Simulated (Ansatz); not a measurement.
The reference is AlAs in the zinc blende structure (space group F-43m, No. 216; a = 5.6743 Å). Axes: x, y, z lie along the cube axes.

Now apply this change: a pure shear with ε_yz = ε_zy = -0.0072, atoms relaxed at fixed cell.

Levels (all Ansatz, a quantum-chemistry and plane-wave program, PAW, earlier PAW set): PBEsol (420 eV, spin-orbit coupling left out); HSE06+SOC (420 eV, with spin-orbit coupling).

The geometry is relaxed with PBEsol.

* **PBEsol valence-band top at Γ**: 0.00, -0.06, -0.12 eV
* **PBEsol band gap**: 1.27 eV

With HSE06+SOC at the same geometry, the valence-band top at Γ (three highest Kramers pairs, from the VBM) goes from 0.00, -0.06, -0.12 eV to 0.00, -0.07, -0.37 eV; the band gap increases by 0.66 eV to 1.93 eV.

Single points use the geometry relaxed with PBEsol. The hybrid gap comes from the SCF mesh plus the semilocal run's edge points and a few special points and is an upper bound. The spin-orbit shifts are approximate. The cells carry an imposed strain or load. Whether these cells are dynamically stable was not tested.
